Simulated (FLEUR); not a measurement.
FLEUR run on Rb (Im-3m, 1 atom in the cell): self-consistent single point

Level of theory: FLEUR with LDA (Vosko-Wilk-Nusair), all-electron FLAPW (FLEUR), scalar-relativistic valence.

Input as run:

Input of the input generator:

```
scf Rb
&input film=f /
-2.8334750000 2.8334750000 2.8334750000
2.8334750000 -2.8334750000 2.8334750000
2.8334750000 2.8334750000 -2.8334750000
1.8897261246
1.0 1.0 1.0

1
37 0.0000000000 0.0000000000 0.0000000000

&comp jspins=1 /
&exco xctyp='vwn' /
&kpt div1=4 div2=4 div3=4 gamma=t /
&end /
```

```xml
<?xml version="1.0" encoding="UTF-8" standalone="no"?>
<fleurInput fleurInputVersion="0.39">
   <comment>
      scf Rb                                                                                              
   </comment>
   <calculationSetup>
      <cutoffs Kmax="3.8" Gmax="13.3" GmaxXC="13.3" numbands="0"/>
      <scfLoop itmax="100" minDistance="0.00001" maxIterBroyd="40" imix="Anderson" alpha="0.05" precondParam="0.0" spinf="2.0"/>
      <coreElectrons ctail="T" frcor="F" kcrel="0" coretail_lmax="0"/>
      <xcFunctional name="vwn" relativisticCorrections="F"/>
      <magnetism jspins="1"/>
      <soc l_soc="F" theta="0.0" phi="0.0" spav="F"/>
      <expertModes spex="0" secvar="F"/>
      <geometryOptimization l_f="T" forcealpha="1.0" forcemix="BFGS" epsdisp="0.00001" epsforce="0.00001"/>
      <ldaU l_linMix="F" mixParam="0.05" spinf="1.0"/>
   </calculationSetup>
   <cell>
      <bzIntegration valenceElectrons="9.0" mode="hist" fermiSmearingEnergy="0.00367493">
         <kPointListSelection listName="default-1"/>
         <!-- k-points included here -->
         <xi:include xmlns:xi="http://www.w3.org/2001/XInclude" href="kpts.xml"> </xi:include>
      </bzIntegration>
      <!-- symmetry operations included here -->
      <xi:include xmlns:xi="http://www.w3.org/2001/XInclude" href="sym.xml"> </xi:include>
      <bulkLattice scale="1.0">
         <bravaisMatrix>
            <row-1>   -5.3544917309009845     5.3544917309009845     5.3544917309009845</row-1>
            <row-2>    5.3544917309009845    -5.3544917309009845     5.3544917309009845</row-2>
            <row-3>    5.3544917309009845     5.3544917309009845    -5.3544917309009845</row-3>
         </bravaisMatrix>
      </bulkLattice>
   </cell>
   <atomSpecies>
      <species name="Rubidium (Rb)" element="Rb" atomicNumber="37">
         <mtSphere radius="2.63" gridPoints="925" logIncrement="0.014"/>
         <atomicCutoffs lmax="10" lnonsphr="8"/>
         <electronConfig flipSpins="F">
            <coreConfig>(1s1/2) (2s1/2) (2p1/2) (2p3/2) (3s1/2) (3p1/2) (3p3/2) (3d3/2) (3d5/2)</coreConfig>
            <valenceConfig>(4s1/2) (4p1/2) (4p3/2) (5s1/2)</valenceConfig>
            <stateOccupation state="(5s1/2)" spinUp="0.5" spinDown="0.5"/>
         </electronConfig>
         <energyParameters s="5" p="5" d="4" f="4"/>
         <lo type="SCLO" l="0" n="4" eDeriv="0"/>
         <lo type="SCLO" l="1" n="4" eDeriv="0"/>
      </species>
   </atomSpecies>
   <atomGroups>
      <atomGroup species="Rubidium (Rb)">
         <relPos label="                   1">.0000000000 .0000000000 .0000000000</relPos>
         <force calculate="T" relaxXYZ="TTT"/>
      </atomGroup>
   </atomGroups>
   <output dos="F" band="F" slice="F">
      <checks vchk="F" cdinf="F"/>
      <bandDOS minEnergy="-.5*Htr" maxEnergy="0.5*Htr" sigma="0.015" storeEVData="T"/>
      <vacuumDOS vacdos="F" integ="F" star="F" nstars="0" locx1="0.0" locy1="0.0" locx2="0.0" locy2="0.0" nstm="0" tworkf="0.0"/>
      <unfoldingBand unfoldBand="F" supercellX="1" supercellY="1" supercellZ="1"/>
      <plotting iplot="0" polar="F">
         <plot TwoD="T" vec1="  1.0  0.0  0.0" vec2="  0.0  1.0  0.0" vec3="  0.0  0.0  1.0" zero="  0.0  0.0  0.0" file="plot"/>
      </plotting>
      <chargeDensitySlicing numkpt="0" minEigenval="0.0" maxEigenval="0.0" nnne="0" pallst="F"/>
      <specialOutput eonly="F"/>
      <magneticCircularDichroism mcd="F" energyLo="-10.0" energyUp="0.0"/>
   </output>
  <!-- We include the file relax.xml here to enable relaxations (see documentation) -->
  <xi:include xmlns:xi="http://www.w3.org/2001/XInclude" href="relax.xml"> <xi:fallback/> </xi:include>
</fleurInput>
```

Output (repeated stretches shortened):

```
      Welcome to FLEUR        (www.flapw.de)
      MaX-Release 8.1          (www.max-centre.eu)

 ========== k-point set info ==========
 Selected k-point list: default-1
 k-point list type: mesh
 4 x 4 x 4
 Number of k points: 8

 ------------Calculation Setup---------------------------
           1           2           4           8
 Number of basis functions:          592
 Iteration:     1   Distance:       0.95008929 me/bohr^3
 Iteration:     2   Distance:       0.89154673 me/bohr^3
 Iteration:     3   Distance:       0.25890263 me/bohr^3
 Iteration:     4   Distance:       0.06388155 me/bohr^3
 Iteration:     5   Distance:       0.04798480 me/bohr^3
 Iteration:     6   Distance:       0.01255525 me/bohr^3
 Iteration:     7   Distance:       0.01633488 me/bohr^3
 Iteration:     8   Distance:       0.00405159 me/bohr^3
 Iteration:     9   Distance:       0.00015947 me/bohr^3
 Iteration:    10   Distance:       0.00008284 me/bohr^3
 Iteration:    11   Distance:       0.00000724 me/bohr^3

 Run finished successfully
 Stop message:
   Structural relaxation: Done

[file out, last iteration]
             iter=     12
          p o t e n t i a l   g e n e r a t o r
[...]
          integral of pseudo charge density inside the slab=        0.000000   0.000000
     coulomb potential in the interstitial region:
          density-coulomb potential integrals
          total density-coulomb potenti    -4684.8745607596
          density-effective potential integrals for spin  1
          total density-effective poten   -4.8137326470E+03
          charge density-energy density integrals
          total charge density-energy d   -9.7245670521E+01
 Updated energy parameters for spin:           1
  Atom    1 5s branch from -0.90 to  2.45 htr. ; e_l =  0.0266
  Atom    1 5p branch from -0.20 to  3.06 htr. ; e_l =  0.1347
  Atom    1 4d branch from -3.67 to  0.93 htr. ; e_l =  0.1405
  Atom    1 4f branch from -9.99 to  2.03 htr. ; e_l =  0.3404
  Atom    1 4s branch from-10.75 to -0.90 htr. ; e_l(l -1.0160
  Atom    1 4p branch from -8.08 to -0.20 htr. ; e_l(l -0.4373
[...]
 fermi energy and band-weighting factors:
at   0.00000   0.00000   0.00000   k-weight:    0.015625
    8 eigenvalues :
   -1.014213   -0.427460   -0.427460   -0.427460   -0.026068    0.178653    0.178653    0.178653
   [... 2 blocks of this kind left out ...]

[...]
FERMIE:
          first approx. to ef    (T=0)  :   0.046118 htr   (energy of the highest occ. eigenvalue)
          number of occ. states  (T=0)  :         36
          first approx. to seigv (T=0)  :  -4.563696 htr
          sum of weights of occ. states :   4.671875
          sum of semicore charge        :   0.000000 e
FERHIS:  Fermi-Energy by histogram:
          bandgap                     :   0.008262 htr
          charge neutrality (T=0)     :   0.343750    (zero if the highest occ. eigenvalue is "entirely" occupied)
     EF_NEWTON:  Adjust Fermi-Energy by Newton-Method.
               Number of iterations needed  :   5
               The error in the weight is   :  0.00000E+00
               The error in ef is           :  0.00000E+00 htr
     -->  new fermi energy            :   0.046366 htr
          valence charge              :   9.000000 e
          actual charge blw ef-8kt    :   8.406250 e
          actual charge blw ef+8kt    :   9.000000 e
          number of occ. states       :        38
          sum of the valence weights  :    4.500000
          entropy         :   0.584756 *kb htr/K =   0.00000 htr/K
          sum of val. single particle energies:        -4.5793798253 htr
 Direct bandgap for spin            1 :    5.9850294506015984E-002  Htr
 at k-point            4  with k-vector    0.0000000000000000       0.25000000000000000       0.25000000000000000
          valence density: spin= 1
[...]
     l-like charge
     atom     s        p        d        f        total
 -->  1    1.98864  5.40895  0.00766  0.00003    7.40529
          total charge for spin  1=    9.000000
          interst. charge =       1.594713
          mt charge=              7.405287
          total charge  =    9.000000
          z= 37.     r(1)=  0.633756E-05     dx= 0.014000     m.t.index= 925
               n    l     j    energy       weight
               1.   0.   0.5 -551.2391      2.0000
               2.   0.   0.5  -73.5004      2.0000
               2.   1.   0.5  -66.7069      2.0000
   [... 6 lines left out ...]
          atom type    1  (spin 1)
          kinetic energy=  0.302312248806E+04     sum of the eigenvalues= -0.174751357406E+04
          0.00007787  electrons lost from core.
          total charge for spin  1=   37.000000
          interst. charge =       1.594791
          mt charge=             35.405209
          total charge  =   37.000000
          zc=    37.000000     qfix=    1.000000
     t o t a l  e n e r g y
          sum of eigenvalues =             -1752.0929538855
          density-coulomb potential int    -4684.8745607596
          density-effective potential i    -4813.7326470023
          charge density-ex.-corr.energ      -97.2456705208
          el.-nucl. inter. diff. m.t.       3589.3922336179
          Madelung term for atom type:       -10.5126665120
 ---->    total energy=                    -2977.9481579136 htr
 ---->    (input%tkb*entropy) TS=              0.0021489377 htr
 ---->    free energy=                     -2977.9503068513 htr
      extrapolation for T->0
 ---->    total electron energy=           -2977.9492323825 htr
 ***** TOTAL FORCES ON ATOMS *****
 TOTAL FORCE FOR ATOM TYPE=  1  X=  0.000   Y=  0.000   Z=  0.000
                       FX_TOT= 0.000000 FY_TOT= 0.000000 FZ_TOT= 0.000000
 Structural relaxation: Done
```

The run converged in 11 iterations. FLEUR gives forces in its relaxation mode, with a further iteration, so its stop message speaks of a relaxation.

The starting cell has typed, rounded lattice constants, without a prior relaxation at this level. Its lattice was rescaled by up to half a per cent. Values depend on the basis (sphere radii, cutoffs, local orbitals), which need not be converged. The log's line on a gap gives a spacing of levels on this mesh, which the program prints for metals too.
